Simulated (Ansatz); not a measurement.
C on the 1x1 (111) surface of fcc Rh, one in a 2x2 cell, energies for each (25.4 Å²). Energies are against an atom of graphite, without zero-point or thermal terms; each row is named by its start.

Computed with PBE (plane waves to 420 eV, PAW; Ansatz, an electronic-structure program).

Set-up: 17 atoms, 6.5 Å thick at the start under the adsorbate (thin: gaps and levels are the slab's own); mesh 6x6x1; 0.1 eV smearing; dipole correction on; 8 atoms held, the rest relaxed; each run with such symmetry as its start has; spin where the adsorbate may keep a moment, no spin-orbit, no U, no dispersion correction.

A negative adsorption energy means that the adsorbate is more stable on the surface than in its reference. Starts that drift may end in the same place. Heights count from the host atoms within 0.3 Å of the top one.

```json
[
 {"starting site": "top Rh", "E_ads (eV)": "2.49", "height (Å)": "1.67", "nearest host atom (Å)": "Rh 1.67", "bonded to": "Rh", "Δ work function (eV)": "0.51", "lateral drift (Å)": "0.0", "moment (μB)": "0.0"},
 {"starting site": "hollow Rh-Rh-Rh over Rh at depth 2.2 Å", "E_ads (eV)": "0.58", "height (Å)": "1.02", "nearest host atom (Å)": "Rh 1.89", "bonded to": "3 Rh", "Δ work function (eV)": "0.44", "lateral drift (Å)": "0.0", "moment (μB)": "–"},
 {"starting site": "hollow Rh-Rh-Rh over Rh at depth 4.4 Å", "E_ads (eV)": "(withheld)", "height (Å)": "1.02", "nearest host atom (Å)": "Rh 1.89", "bonded to": "3 Rh", "Δ work function (eV)": "0.46", "lateral drift (Å)": "0.0", "moment (μB)": "–"},
 {"starting site": "bridge Rh-Rh (span 2.7 Å)", "E_ads (eV)": "0.58", "height (Å)": "1.02", "nearest host atom (Å)": "Rh 1.89", "bonded to": "3 Rh", "Δ work function (eV)": "0.44", "lateral drift (Å)": "0.8", "moment (μB)": "–"}
]
```

Task: Some entries are withheld; supply them.

Result: 
- hollow Rh-Rh-Rh over Rh at depth 4.4 Å, E_ads (eV): 0.83
